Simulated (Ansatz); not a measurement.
The reference is ZrS2 in the CdI2 type structure (space group P-3m1, No. 164; a = 3.674 Å, c = 5.861 Å; layered, stacked along the Cartesian z axis).

All numbers come from Kohn–Sham DFT with the r2SCAN+rVV10 functional, run in Ansatz (a program for electronic structure) with PAW and 500 eV plane waves, no SOC.

For the base:

The smallest direct gap is 1.81 eV and the band gap is 1.17 eV.

One thing is altered: a free-standing slab of 3 layers (9 atoms, 3 a layer) is cut normal to the stacking axis, with 15 Å of vacuum and the in-plane cell relaxed.

Q: What does the calculation give for the smallest direct gap, gap character, band gap, thickness between the outermost nuclei and excess energy per area of both faces after the change?

A: The smallest direct gap goes up by 0.17 eV, from 1.81 eV to 1.98 eV; the gap character amounts to indirect, Γ → M; the band gap increases by 0.256 eV, from 1.17 eV to 1.42 eV; the thickness between the outermost nuclei comes out as 14.63 Å; the excess energy per area of both faces (slab less bulk energy over the cell's area: twice a surface energy) amounts to 0.31 J/m².

The excess energy carries the mismatch between the slab's and the bulk's meshes. Stability against distortions was not tested.
